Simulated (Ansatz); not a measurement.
## TiB2: pressure series

Consider TiB$_{2}$ (space group P6/mmm, No. 191; a = 3.0247 Å, c = 3.2226 Å).

Cell and atoms are relaxed at each pressure.

Computed with r2SCAN/PAW in Ansatz (a first-principles code), scalar-relativistic without spin-orbit coupling.

| pressure (GPa) | volume per atom (Å³/atom) |
|---|---|
| -2 | 8.578 |
| -1 | 8.544 |
| 0 | 8.511 |
| 1.8 | 8.453 |
| 4.2 | 8.378 |
| 9 | 8.237 |
| 18 | ? |
| 30 | 7.728 |
| 60 | 7.194 |

Q: Fit the third-order Birch–Murnaghan form P(V) = (3B₀/2)[(V₀/V)^(7/3) − (V₀/V)^(5/3)]·[1 + (3/4)(B₀′ − 4)((V₀/V)^(2/3) − 1)] (squares taken in P) to the rows shown and predict the withheld row.

A: Least squares on the printed values gives V₀ = 8.511 Å³/atom, B₀ = 258 GPa, B₀′ = 3.9; this predicts 8.000 Å³/atom, and the run gives 8.000 Å³/atom, in agreement.

Load acts through the strain it causes; cell and atoms are relaxed under it. Stability against distortions was not tested. Competing high-pressure phases were not computed. The final runs are not spin-polarised.
